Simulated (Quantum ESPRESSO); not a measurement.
Worked example: self-consistent single point of TiGe2 (C2, 6 atoms in the cell) in Quantum ESPRESSO.

Level of theory: LDA (PZ), PSlibrary PAW (LDA) pseudopotentials (plane waves; Quantum ESPRESSO).

```yaml
crystal:
  lattice:
    - [0.00000, 4.32191, 4.39274]
    - [2.51979, 0.00000, 4.39274]
    - [2.51979, 4.32191, 0.00000]
  atoms:
    - { symbol: Ti, position: [0.75569, 0.75569, 0.74431] }
    - { symbol: Ti, position: [0.50000, 0.50000, 0.50000] }
    - { symbol: Ge, position: [0.08263, 0.41737, 0.08263] }
    - { symbol: Ge, position: [0.41737, 0.08263, 0.41737] }
    - { symbol: Ge, position: [0.16737, 0.83263, 0.16737] }
    - { symbol: Ge, position: [0.83263, 0.16737, 0.83263] }
```

Reference input (self-consistent single point, DFT, LDA (PZ), plane waves, PSlibrary PAW (LDA) pseudopotentials): ecutwfc = 60 Ry; ecutrho = 660 Ry; occupations = smearing; smearing = gauss; degauss = 0.0073499 Ry; potentials = {Ti: Ti.pz-spn-kjpaw_psl.1.0.0.UPF, Ge: Ge.pz-n-kjpaw_psl.1.0.0.UPF}; K_POINTS = automatic 4 4 4 0 0 0; conv_thr = 1e-11 Ry. This run's input differs from it in these lines:

```diff
@@ -16,3 +16,3 @@
    smearing = 'gauss'
-   degauss = 0.0073499
+   degauss = 0.02205
 /
@@ -32,3 +32,3 @@
 K_POINTS {automatic}
-4 4 4  0 0 0
+6 6 6  0 0 0
 CELL_PARAMETERS {angstrom}
```

Output (repeated stretches shortened):

```
     Self-consistent Calculation

     iteration #  1     ecut=    60.00 Ry     beta= 0.70

     Threshold (ethr) on eigenvalues was too large:
     Diagonalizing with lowered threshold

     total energy              =    -992.87961610 Ry
     estimated scf accuracy    <       0.08145454 Ry

     iteration #  2     ecut=    60.00 Ry     beta= 0.70

     total energy              =    -992.87218084 Ry
     estimated scf accuracy    <       0.09462925 Ry

     iteration #  3     ecut=    60.00 Ry     beta= 0.70

     total energy              =    -992.89289114 Ry
     estimated scf accuracy    <       0.05099851 Ry

   [... 13 blocks of this kind left out ...]

     iteration # 17     ecut=    60.00 Ry     beta= 0.70

     total energy              =    -992.90142592 Ry
     estimated scf accuracy    <          1.3E-11 Ry

     iteration # 18     ecut=    60.00 Ry     beta= 0.70
     End of self-consistent calculation

     the Fermi energy is    10.9230 ev

!    total energy              =    -992.90142592 Ry
     estimated scf accuracy    <          4.9E-12 Ry
     smearing contrib. (-TS)   =      -0.00614929 Ry
     internal energy E=F+TS    =    -992.89527663 Ry

     convergence has been achieved in  18 iterations

     Forces acting on atoms (cartesian axes, Ry/au):

     atom    1 type  1   force =     0.00000000    0.00000000   -0.01976469
     atom    2 type  1   force =     0.00000000    0.00000000    0.00157251
     atom    3 type  2   force =    -0.00046547   -0.00394962    0.00078635
     atom    4 type  2   force =     0.00046547    0.00394962    0.00078635
     atom    5 type  2   force =    -0.00474257    0.00369227    0.00830974
     atom    6 type  2   force =     0.00474257   -0.00369227    0.00830974

     Total force =     0.025226     Total SCF correction =     0.000000

          total   stress  (Ry/bohr**3)                   (kbar)     P=      -59.80
  -0.00040024   0.00002999   0.00000000          -58.88        4.41        0.00
   0.00002999  -0.00040741   0.00000000            4.41      -59.93        0.00
  -0.00000000  -0.00000000  -0.00041182           -0.00       -0.00      -60.58

   JOB DONE.
```

The run converged in 18 iterations. Against the reference run the free energy rises by 1.2 meV/atom, the pressure goes from -6.22 to -5.98 GPa and the largest force hardly changes (0.513 to 0.508 eV/Å). The full log also holds: “c_bands:  2 eigenvalues not converged”.

The starting cell comes from a database of computed structures (which also holds hypothetical and non-ambient phases and stackings), without a prior relaxation at this level. Its lattice was rescaled by up to half a per cent. One atom was moved a little off its site on purpose. Spin polarisation is off. With a pressure of about -6 GPa the cell is away from its equilibrium volume at this level.

Cost on one core of a shared machine: roughly 6 min.
